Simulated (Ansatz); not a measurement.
The parent structure is TiO$_{2}$ in the anatase structure (space group I4_1/amd, No. 141; a = 3.778 Å, c = 9.589 Å). Axes: x, y, z lie along a, b, c of the conventional cell.

Computed with r2SCAN (Ansatz, a quantum-chemistry and plane-wave program; PAW; 500 eV plane waves; scalar-relativistic without spin-orbit coupling), earlier PAW set.

Strains are applied to the cell and any free atomic positions relax; under stress the whole cell relaxes.

One change was made to it. Results:

| quantity | base | after |
|---|---|---|
| smallest direct gap | 2.87 eV | 2.74 eV |
| band gap | 2.53 eV | 2.45 eV |
| energy relative to the base (free energy F) | 0 meV/atom | +16 meV/atom |

Task: Name the change that was made.
(A) uniaxial stress, 5 GPa tension along x
(B) uniaxial strain ε_zz = +4.62 %
(C) uniaxial strain ε_xx = +3.72 %

Result: C, uniaxial strain ε_xx = +3.72 %. For comparison, the smallest direct gap in the other runs: uniaxial strain ε_zz = +4.62 % gives 2.85 eV; uniaxial stress, 5 GPa tension along x gives 2.81 eV.

Beyond what the load breaks, stability against distortions was not tested. The final runs are not spin-polarised.
